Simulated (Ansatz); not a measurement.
## Response to strain in HfC

Base system: HfC in the rock salt structure (space group Fm-3m, No. 225; relaxed with 0.1 eV smearing).

```yaml
crystal:
  lattice:
    - [0.00000, 2.30353, 2.30353]
    - [2.30353, 0.00000, 2.30353]
    - [2.30353, 2.30353, 0.00000]
  atoms:
    - { symbol: Hf, position: [0.00000, 0.00000, 0.00000] }
    - { symbol: C, position: [0.50000, 0.50000, 0.50000] }
```

Cartesian axes are those of the cell as printed.

Strains are applied to the cell and any free atomic positions relax.

The values are results of Ansatz (a quantum-chemistry and plane-wave program), PBEsol, PAW, cutoff 420 eV, scalar-relativistic without spin-orbit coupling, not measurements.

Candidates:
(a) uniaxial strain ε_zz = +2.50 %
(b) uniaxial strain ε_zz = −0.50 %
(c) uniaxial strain ε_zz = −2.50 %
(d) uniaxial strain ε_zz = −1.00 %
(e) uniaxial strain ε_zz = −1.50 %

Notes on the quantities. energy relative to the base: free energy F.

Question: Order them by energy relative to the base, lowest first.

Answer: (b) uniaxial strain ε_zz = −0.50 % (+0.5 meV/atom), (d) uniaxial strain ε_zz = −1.00 % (+2.1 meV/atom), (e) uniaxial strain ε_zz = −1.50 % (+4.9 meV/atom), (a) uniaxial strain ε_zz = +2.50 % (+12 meV/atom), (c) uniaxial strain ε_zz = −2.50 % (+14 meV/atom)

Stability against distortions was not tested. The final runs are not spin-polarised.
